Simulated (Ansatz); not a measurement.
Functionals compared on a constructed model of the (0001) surface of hcp Zr, a pseudomorphic layer of Ru in the host's stacking (bottom of the slab: a bare face, its two planes held), in Ansatz (plane waves, PAW). The structure was relaxed with PBE; the other rows are single points on it. Cutoff 420 eV (500 eV for r2SCAN).

Model: 7-atom slab, 15.7 Å thick at the start, 13x13x1 mesh, Fermi-Dirac 0.1 eV, dipole correction, 2 atoms held, the rest relaxed; start symmetry kept, larger cells not searched; no spin, no spin-orbit, no U. It is one candidate, not shown to be the stable structure of the face. These notes are the PBE run's.

```
functional  work function of the top face (eV)  rough cost of the single point
----------  ----------------------------------  ------------------------------
PBE                                       4.22                               –
RPBE                                      4.05    very roughly 30 core-seconds
r2SCAN                                    4.14         roughly 60 core-seconds
```

Ansatz is a quantum-chemistry and plane-wave program.
